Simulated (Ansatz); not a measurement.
Functionals compared on CH3 on the 1x1 (111) surface of fcc Pt, one in a 2x2 cell, started at the site 'bridge Pt-Pt (span 2.8 Å)', in Ansatz (plane waves, PAW). The structure was relaxed with PBE; the other rows are single points on it, each with its references at the same level. Cutoff 420 eV (500 eV for r2SCAN).

Set-up: 20 atoms, 6.9 Å thick at the start under the adsorbate (thin: gaps and levels are the slab's own); mesh 6x6x1; 0.1 eV smearing; dipole correction on; 8 atoms held, the rest relaxed; no symmetry held; no spin, no spin-orbit, no U, no dispersion correction. At the end it is bonded to Pt. In PBE it is, or lies within 0.03 eV of, the lowest of the starts that converged. These notes are the PBE run's. Adsorption energies are against CH4(g) − ½ H2(g). A negative adsorption energy means that the adsorbate is more stable on the surface than in its reference.

```tsv
functional	adsorption energy (eV)	work function of the top face (eV)	change of the work function (eV)	rough cost of the single point
PBE	0.48	4.86	-0.82	–
RPBE	(withheld)	(withheld)	(withheld)	about 2.9 core-minutes (a rough figure)
r2SCAN	0.31	4.91	-0.84	very roughly 6 core-minutes
```

Fill in the missing entries.


- RPBE, adsorption energy (eV): 0.65
- RPBE, work function of the top face (eV): 4.75
- RPBE, change of the work function (eV): -0.77

Ansatz is an electronic-structure program.
